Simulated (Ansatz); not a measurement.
Start from CdS in the zinc blende structure (space group F-43m, No. 216; a = 5.8778 Å).

Modification: the cell is scaled by 0.9834 in all directions; the atoms relax in the strained cell.

Levels (all Ansatz, a program for electronic structure, PAW): r2SCAN (500 eV, spin-orbit coupling left out); HSE06+SOC (420 eV, spin-orbit coupling included).

The geometry is relaxed with r2SCAN.

| Item | Value |
|---|---|
| r2SCAN valence-band top at Γ | 0.00, 0.00, 0.00 eV |
| r2SCAN band gap | 1.66 eV |

Question: Predict the valence-band top at Γ and band gap from HSE06+SOC.

Answer: The valence-band top at Γ (three highest Kramers pairs, from the VBM) becomes 0.00, 0.00, -0.06 eV (r2SCAN: 0.00, 0.00, 0.00 eV); the band gap grows by 0.55 eV (1.66 eV → 2.21 eV). The threefold valence maximum splits by Δso ≈ 0.06 eV.

Single points use the geometry relaxed with r2SCAN. The spin-orbit shifts are approximate. No phonon test of stability was made.
